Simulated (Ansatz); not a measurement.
The reference is TiB2 (space group P6/mmm, No. 191).

```
CELL_PARAMETERS angstrom
      2.99392     0.00000     0.00000
     -1.49696     2.59281     0.00000
      0.00000     0.00000     3.15953
ATOMIC_POSITIONS crystal
  Ti 0.00000 0.00000 0.00000
  B  0.66667 0.33333 0.50000
  B  0.33333 0.66667 0.50000
```

Cartesian axes are those of the cell as printed.

Level of theory: LDA (Ansatz, a program for electronic structure), no SOC.

For the base:

| Property | Value |
|---|---|
| Band gap | zero |
| Pressure | 0.0 GPa |

Perturbation: a pure shear with ε_xz = ε_zx = 0.0143, atoms relaxed at fixed cell.

### Question
Predict the new band gap.

### Answer
The band gap remains zero.

### Question
Predict the new energy relative to the base.

### Answer
The energy grows by 6.0 meV/atom.

### Question
Predict the new pressure.

### Answer
The pressure (mean of the normal stresses, compression positive) goes from zero to 0.3 GPa.

A case with no gap was solved on a k-mesh chosen for an insulator, which is coarse for it. Without a gap, meshes like the base's 13×13×10 leave anisotropic stresses uncertain by several tenths of a GPa, and small strain energies with them. The cells carry an imposed strain or load. Stability against distortions was not tested. The final runs are not spin-polarised.
